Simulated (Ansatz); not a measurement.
**What pressure 9 GPa does to TiS2**

Take TiS2 in the CdI2 type structure (space group P-3m1, No. 164; a = 3.361 Å, c = 5.522 Å; layered, stacked along the Cartesian z axis) as the base.

It is then changed as follows: a hydrostatic pressure of 9 GPa.

Level of theory: PBE-D3(BJ) in Ansatz (plane waves to 420 eV, PAW, no SOC). Γ-centred 16×16×9 mesh, Fermi–Dirac width 0.05 eV.

| quantity | base | changed | shift |
|---|---|---|---|
| volume per atom | 18.00 Å³ | 15.72 Å³ | -2.28 Å³ |
| density | 3.44 g/cm³ | 3.94 g/cm³ | +0.50 g/cm³ |
| c/a ratio | 1.643 | 1.595 | -0.0485 |
| shortest interatomic distance | 2.409 Å | 2.366 Å | -0.043 Å |
| enthalpy H = E + PV relative to the base's energy | – | +0.94 eV/atom | – |
| band gap | zero | zero | – |

Final structure:

```
TiS2
1.0
    3.24428     0.00000     0.00000
   -1.62214     2.80963     0.00000
    0.00000     0.00000     5.17380
Ti S
1 2
Cartesian
  0.00000   0.00000   0.00000
  0.00000   1.87308   1.44590
  1.62214   0.93654   3.72790
```

Cost of the whole job for the changed cell (relaxation, final SCF and bands): roughly 50 core-seconds.

Load acts through the strain it causes; cell and atoms are relaxed under it. No phonon test of stability was made. No other phases were tried under pressure. The final runs are not spin-polarised. A zero or small gap of TiS2 can be the functional's error rather than a property of the material.

Ansatz is an electronic-structure program.
